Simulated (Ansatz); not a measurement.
Input:

```
CELL_PARAMETERS angstrom
      0.00000     3.24460     3.24460
      3.24460     0.00000     3.24460
      3.24460     3.24460     0.00000
ATOMIC_POSITIONS crystal
  Te 0.75000 0.75000 0.75000
  Cd 0.00000 0.00000 0.00000
```

A single point on CdTe, its geometry relaxed with PBEsol.

Method: PBEsol, PAW, 420 eV (Ansatz, a first-principles code; noncollinear with spin-orbit coupling). Settings: 9×9×9 k-points, 0.05 eV Fermi–Dirac smearing.

What is the computed hole mass (degenerate bands, along [100])?

0.046, 0.46 mₑ (at Γ).

Predict the gap character.

Direct at Γ.

Single points use the geometry relaxed with PBEsol. Masses are band curvatures over ±0.01 Å⁻¹ around the edge. Whether these cells are dynamically stable was not tested. The cell is CdTe in the zinc blende structure (space group F-43m, No. 216).
